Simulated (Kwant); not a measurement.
Kwant, Hückel tight-binding model, one pz orbital an atom, one spin, coherent transport at 0 K. Conductance is in e²/h.

Device: π system C=Cc1ccccc1 between two chain leads. The π system is taken as planar. Atoms are numbered from 0 in the order of the SMILES. Site energies (eV, carbon 0): [0.0, 0.0, 0.0, 0.0, 0.0, 0.0, 0.0, 0.0]. Bonds (i, j, β in eV): (0,1,-3) (1,2,-3) (2,3,-3) (3,4,-3) (4,5,-3) (5,6,-3) (6,7,-3) (7,2,-3). Leads: chains of hopping −4.5 eV, joined by −1.5 eV to atoms 0 and 3.

Site energies and bond integrals are typed Hückel values.

Sweep values stay those of the base run.

One input was changed, with this effect: transmission at E = 0 0.027 → 0.11.

Problem. Which change was it?
A. contacts moved from atoms [0, 3] to [3, 7]
B. contacts moved from atoms [0, 3] to [0, 4]
C. contacts moved from atoms [0, 3] to [1, 3]
D. contacts moved from atoms [0, 3] to [0, 1]
E. contacts moved from atoms [0, 3] to [3, 6]
F. contacts moved from atoms [0, 3] to [3, 5]

Solution. D, contacts moved from atoms [0, 3] to [0, 1]
